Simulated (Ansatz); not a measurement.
**A self-consistent single point of CaHf₃ (P6_3/mmc, 8 atoms in the cell) with Ansatz (an electronic-structure program)**

Computed with PBE (plane waves, PAW; Ansatz).

Input:

Ansatz 0.2 input:
```yaml
# CaHf3
crystal:
  lattice:
    - [6.840449, 0.000000, 0.000000]
    - [-3.420224, 5.924002, 0.000000]
    - [0.000000, 0.000000, 5.486569]
  atoms:
    - { symbol: Hf, position_ang: [3.420225, 4.018843, 1.371642] }
    - { symbol: Hf, position_ang: [-1.770308, 4.971422, 4.114927] }
    - { symbol: Hf, position_ang: [1.649916, 0.952580, 1.371642] }
    - { symbol: Hf, position_ang: [0.000000, 1.905159, 4.114927] }
    - { symbol: Hf, position_ang: [5.190533, 0.952580, 1.371642] }
    - { symbol: Hf, position_ang: [1.770309, 4.971422, 4.114927] }
    - { symbol: Ca, position_ang: [-0.000003, 3.949337, 1.371642] }
    - { symbol: Ca, position_ang: [3.420228, 1.974665, 4.114927] }
basis:
  ecutwfc: 420.0
kpoints:
  mp_grid:
    grid: [5, 5, 5]
hamiltonian:
  xc: pbe
  pseudopotentials:
    kind: paw
scf:
  occupations:
    method: methfessel_paxton
    width: 0.1
output:
  forces: true
  eigenvalues: true
  stress: true
```

Output (repeated stretches shortened):

```
WARN the atoms were moved onto the symmetric positions of the space group found under crystal.symmetry.tolerance 1.0e-5 (fractional …
WARN ansatz: RAYON_NUM_THREADS=1 ignored (pool sized by the plan → 1); use --threads N
Pseudopotentials: kind: paw
Pseudopotential: Hf, paw, valence charge 26
Pseudopotential: Ca, paw, valence charge 10
Crystal: 8 atoms, lattice volume = 222.331 Å³
Basis set: ecut = 420 eV, 4375 PW (Γ), exchange–correlation on 96×96×80 points (8 copies of the dense FFT grid, shifted against one another)
Bands: 106, of which v1, the nominal top of the filled ones, is band 88 counted from 1 (87 counted from 0)
Symmetry: 24 space group operations
Space group: P63/mmc (ITA 194), of the structure as read, at distance tolerance 6.1e-5 Å
k-points: 15 of 125
Initial density: superposition of atomic densities (neutral atoms: chi_scale 0, normalization atom), corrected by the library's trained network
Initial wavefunctions: pseudopotential atomic-orbital guess
Eigensolver: davidson
Functional: x = pbe(κ = 0.804, μ = 0.2195149727645171), c = pbe(β = 0.06672455060314922)
SCF iter   1: F=—  HF=-97958.492342 eV  |F-HF|=—  |Δ(HF+E_count)|=         —  Δρ=3.18e-3  dr2=3.32e-2  ethr=1.77e-3  ⟨swp⟩=6.9  Hψ=5656  notcnv=0
all-band conjugate gradients solve this SCF's bands
preconditioner: auto → Kerker (q_TF=auto, 2.624 Å⁻¹)
SCF iter   2: F=—  HF=-97958.491109 eV  |F-HF|=—  |Δ(HF+E_count)|=   1.23e-3  S|Δr|=    0.00e0  Δρ=2.10e-3  dr2=1.75e-2  ethr=1.89e-5  ⟨swp⟩=1.9  Hψ=1858  notcnv=0
SCF iter   3: F=—  HF=-97958.488212 eV  |F-HF|=—  |Δ(HF+E_count)|=   2.90e-3  S|Δr|=    0.00e0  Δρ=4.48e-4  dr2=6.70e-4  ethr=9.95e-6  ⟨swp⟩=2.0  Hψ=1650  notcnv=0
SCF iter   4: F=—  HF=-97958.488101 eV  |F-HF|=—  |Δ(HF+E_count)|=   1.12e-4  S|Δr|=    0.00e0  Δρ=2.31e-4  dr2=2.08e-4  ethr=3.81e-7  ⟨swp⟩=2.0  Hψ=1609  notcnv=0
SCF iter   5: F=—  HF=-97958.488076 eV  |F-HF|=—  |Δ(HF+E_count)|=   2.44e-5  S|Δr|=    0.00e0  Δρ=7.35e-5  dr2=2.31e-5  ethr=1.18e-7  ⟨swp⟩=2.0  Hψ=2280  notcnv=0
SCF iter   6: F=—  HF=-97958.487856 eV  |F-HF|=—  |Δ(HF+E_count)|=   2.20e-4  S|Δr|=    0.00e0  Δρ=3.46e-5  dr2=3.81e-6  ethr=1.31e-8  ⟨swp⟩=2.1  Hψ=2754  notcnv=0
SCF iter   7: F=—  HF=-97958.487855 eV  |F-HF|=—  |Δ(HF+E_count)|=   7.97e-7  S|Δr|=    0.00e0  Δρ=1.07e-5  dr2=2.81e-7  ethr=2.16e-9  ⟨swp⟩=2.4  Hψ=2351  notcnv=0
SCF iter   8: F=-97958.487855 eV  HF=-97958.487856 eV  |F-HF|=5.85e-9  |Δ(HF+E_count)|=   2.72e-9  S|Δr|=    0.00e0  Δρ=2.02e-6  dr2=1.08e-8  ethr=5.68e-11  ⟨swp⟩=9.4  Hψ=7724  notcnv=0
SCF 1 converged in 8 iterations: F = -97958.487855 eV  dr2 = 1.08e-8
SCF converged after 8 iterations
Stability not checked (fill_not_monotonic)
Free energy (F): -97958.487855 eV
Harris-Foulkes:  -97958.487856 eV  (|F-HF|=5.85e-9)
Internal energy: -97958.480359 eV  (E = F + TS)
E sigma→0 (E₀):  -97958.485981 eV
Entropy (-TS):   -0.007496 eV (-0.937 meV/atom)
Fermi energy:    13.495302 eV
Step filling:    the computed levels leave a gap of 0.0037 eV = 0.0 smearing widths
--- Per-component energies (eV) ---
  E_band       = -968.341924
  E_kinetic    = 3072.178386
  E_local      = -38204.114690  (includes V_loc(G=0)·N_el)
  E_nonlocal   = -7342.478945
  E_hartree    = 17503.757416
  E_xc         = -2061.854453
  E_vxc        = -1921.790569  (∫ρ·V_xc dr)
  E_paw        = -43275.341415  (= ΣΔE_a)
  E_vpaw       = 8420.352386  (= ΣTr[D̂ρ^β])
  E_aug_tail   = -0.000020  (compensation charges beyond the density's cutoff)
  E_ewald      = -27650.626639
  E_smearing   = -0.007496  (= −TS)
  E_closure    = 0.000000  (closes the sum)
  Σ components = -97958.487855   (vs F -97958.487855, Δ=0.00e0)
--- Forces (eV/Å), atoms counted from 1 ---
  atom   1  Hf     0.00000002     0.35781792     0.00000000
  atom   2  Hf    -0.30987941     0.17890898    -0.00000000
  atom   3  Hf    -0.30987942    -0.17890895     0.00000000
  atom   4  Hf    -0.00000002    -0.35781792    -0.00000000
  atom   5  Hf     0.30987941    -0.17890898     0.00000000
  atom   6  Hf     0.30987942     0.17890895    -0.00000000
  atom   7  Ca     0.00000000    -0.00000000    -0.00000000
  atom   8  Ca    -0.00000000     0.00000000     0.00000000
  max |Σ_I F_I| component: 5.55e-17 eV/Å
--- Stress (GPa, compression-positive) ---
       -6.628831      -0.000000       0.000000
       -0.000000      -6.628831       0.000000
        0.000000       0.000000      -8.493129
  P = ⅓ Tr σ = -7.2503 GPa (-72.503 kbar)
  The stress holds the Pulay correction. Without it, at fixed plane waves, as pw.x and ABINIT print it: P = -7.2722 GPa
--- Band table (eV; the first three rows and the last of 15) ---
  k-point 0: bands = ["-48.7656", "-48.7494", "-48.7494", "-48.7466", "-48.7400", "-48.7400", "-26.6453", "-26.6445", "-17.5279", "-17.5164", "-17.4584", "-17.4419", "-17.4419", "-17.4190", "-17.4190", "-17.4072", "-17.4072", "-17.3514", "-17.2564", [...]
  k-point 1: bands = ["-48.7638", "-48.7485", "-48.7485", "-48.7484", "-48.7409", "-48.7409", "-26.6452", "-26.6446", "-17.5262", "-17.5135", "-17.4772", "-17.4772", "-17.4392", "-17.4392", "-17.4389", "-17.3541", "-17.3541", "-17.3417", "-17.2591", [...]
  k-point 2: bands = ["-48.7590", "-48.7532", "-48.7461", "-48.7461", "-48.7432", "-48.7432", "-26.6451", "-26.6448", "-17.5213", "-17.5153", "-17.4931", "-17.4931", "-17.4752", "-17.4752", "-17.3778", "-17.3164", "-17.2976", "-17.2927", "-17.2927", [...]
  k-point 14: bands = ["-48.7561", "-48.7504", "-48.7485", "-48.7475", "-48.7447", "-48.7436", "-26.6451", "-26.6451", "-17.4875", "-17.4763", "-17.4700", "-17.4564", "-17.4555", "-17.4474", "-17.3504", "-17.3487", "-17.3201", "-17.3136", [...]
```

The run converged in 8 iterations.

The starting cell was generated: these elements placed on a structure prototype, without a prior relaxation; it need not be a known phase or ordering of this composition. Its lattice was rescaled by a random factor within 2.5 % of one. Spin-orbit coupling is off. With a pressure of about -7 GPa the cell is away from its equilibrium volume at this level. Ansatz's pressure includes its estimate of the finite-basis (Pulay) stress.
